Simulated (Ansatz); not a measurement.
Start from PtS2 in the CdI2 type structure (space group P-3m1, No. 164; layered, stacked along the Cartesian z axis).

```
CELL_PARAMETERS angstrom
      3.55229     0.00000     0.00000
     -1.77615     3.07638     0.00000
      0.00000     0.00000     5.12797
ATOMIC_POSITIONS crystal
  Pt 0.00000 0.00000 0.00000
  S  0.33333 0.66667 0.23907
  S  0.66667 0.33333 0.76093
```

Cartesian axes are those of the cell as printed.

Method: plane-wave PAW DFT at the r2SCAN+rVV10 level (Ansatz, a first-principles code, 500 eV), no SOC.

For the base:

- Band gap = 0.80 eV

One thing is altered: the cell is compressed by 5.46 % along z with no lateral relaxation, atoms relaxed at fixed cell.

**Question.** Estimate the effect on the stress, band gap, hole mass and energy relative to the base.

**Answer.** The stress (xx, yy, zz, yz, xz, xy; compression positive) comes out as (1.89, 1.89, 1.72, 0.00, 0.00, 0.00) GPa; the band gap decreases by 0.37 eV, from 0.80 eV to 0.43 eV; the hole mass amounts to 0.37 mₑ along z, 0.90 mₑ across (at Γ); the energy increases by 5.0 meV/atom.

With Pt present, leaving out spin-orbit coupling can change the band edges. The cells carry an imposed strain or load. Effective masses come from finite differences of ±0.01 Å⁻¹. Stability against distortions was not tested.
